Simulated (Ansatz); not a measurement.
The reference is TiO2 in the anatase structure (space group I4_1/amd, No. 141; a = 3.739 Å, c = 9.455 Å). Axes: x, y, z lie along a, b, c of the conventional cell.

The values are results of Ansatz (a first-principles code), LDA, PAW, cutoff 420 eV, no spin-orbit coupling, not measurements.

Base values:

Shortest interatomic distance: 1.911 Å
Band gap: 2.08 eV

Perturbation: the cell is compressed by 3.00 % along z with no lateral relaxation, atoms relaxed at fixed cell.

**Question.** How does this affect the shortest interatomic distance and band gap?

**Answer.** The shortest interatomic distance falls by 0.0096 Å to 1.902 Å; the band gap decreases by 0.109 eV to 1.98 eV.

The cells carry an imposed strain or load. Stability against distortions was not tested. The final runs are not spin-polarised.
